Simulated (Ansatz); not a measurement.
An Ansatz (a program for electronic structure) input (Kohn–Sham DFT with the PBE functional, run in Ansatz with PAW and 420 eV plane waves, no SOC, earlier PAW set):

Ansatz 0.2 input:
```yaml
crystal:
  lattice:
    - [3.1064771632, 0, 0]
    - [0, 3.1064771632, 0]
    - [1.5532385816, -1.5532385816, 4.0098854463]
  atoms:
    - { symbol: W, position: [0, 0, 0] }
    - { symbol: Si, position: [0.6654847198, 0.3345152802, 0.6690305603] }
    - { symbol: Si, position: [0.3345152802, 0.6654847198, 0.3309694397] }
basis: { ecutwfc: 420, ecutrho_ratio: 4, xc_grid: 2, fft_grid_basis: typed }
kpoints: { mp_grid: { grid: [25, 25, 25] } }
hamiltonian:
  xc: pbe
  dispersion: none
  pseudopotentials: { azcp: { folder: ./paw }, kind: paw }
scf: { occupations: { method: fermi_dirac, width: 0.1 } }
relax: { f_tol: 0.005, max_steps: 50, cell: { stress_tol: 0.01, fix: [a, b, gamma] } }
output: { forces: true, stress: true }
checkpoint: { write: state.ck, write_every: 1000 }
```

Question: Which symmetry and how many k-points will the program report, and about how many plane waves at Γ?

Answer: Space group I4/mmm (ITA 139) with 16 operations, k-points 1183 of 15625, and 777 plane waves at Γ.

Question: And the final pressure?

Answer: 14.50 GPa (compression positive).

The cells carry an imposed strain or load. No phonon test of stability was made. All final runs are without spin polarisation. The cell was made from WSi$_{2}$ (space group I4/mmm, No. 139) by this change: biaxial strain −3.80 %, plane normal [001], relaxed out of plane.
